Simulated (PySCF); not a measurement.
PySCF 2.14.0, M06-2X/def2-svp, df: C=CC(=C)[SiH2][SiH2]N, 18 atoms. The geometry is a generated start, not checked to be a minimum at this level.

```json
{
 "task": "energy and gradient",
 "method": "m06-2x",
 "basis": "def2-svp",
 "two_electron_scheme": "density fitting",
 "mol.max_memory": "7000 MB",
 "mf.init_guess": "minao (default)",
 "mf.DIIS": "CDIIS (default)",
 "mf.diis_space": "8 (default)",
 "mf.conv_tol": "1e-09 (default)",
 "basis functions (reference run)": "161",
 "grid points (reference run)": "1430872"
}
```

```xyz
18

C     -0.3184    -1.8159    -1.4583
C     -1.1526    -0.7678    -1.4719
C     -1.4233     0.2070    -0.4202
C     -2.3179     1.1870    -0.6591
Si    -0.5764     0.1086     1.2460
Si     1.6126     0.8917     1.1156
N      2.7370    -0.1679     0.3926
H     -0.2316    -2.4482    -2.3377
H      0.3018    -2.0898    -0.6135
H     -1.7098    -0.6181    -2.3992
H     -2.8359     1.2740    -1.6109
H     -2.5748     1.9384     0.0837
H     -0.5878    -1.2913     1.7601
H     -1.3350     0.9429     2.2221
H      2.1579     1.1121     2.4751
H      1.7071     2.1708     0.3750
H      2.9220    -0.9502     1.0161
H      3.6251     0.3168     0.2844
```

The reference run has mf.grids.level = 8; it is not itself proven converged. Each setting ran once; only counts and results are compared.

Measured:

| setting | grid points | energy against the reference | difference in forces (largest component) |
|---|---|---|---|
| the reference | 1430872 | — | — |
| mf.grids.level = 6 | 823144 | under 0.001 meV/atom | 0.50 meV/Å |
| mf.grids.level = 5 | 560072 | under 0.001 meV/atom | 1.6 meV/Å |
| mf.grids.level = 4 | 372936 | under 0.001 meV/atom | 2.2 meV/Å |
| mf.grids.level = 3 (default) | 216624 | −0.0042 meV/atom | 7.7 meV/Å |
| mf.grids.level = 2 | 138768 | +0.062 meV/atom | 12 meV/Å |
| mf.grids.level = 0 | 15480 | +250 meV/atom | 1000 meV/Å |

How far does the result lie from the reference with mf.grids.level = 1?

grid points: 65856; energy against the reference: −0.70 meV/atom; difference in forces (largest component): 74 meV/Å. Total energies are compared; such shifts often cancel in part in energy differences. The gradients leave out the derivatives of the grid weights.
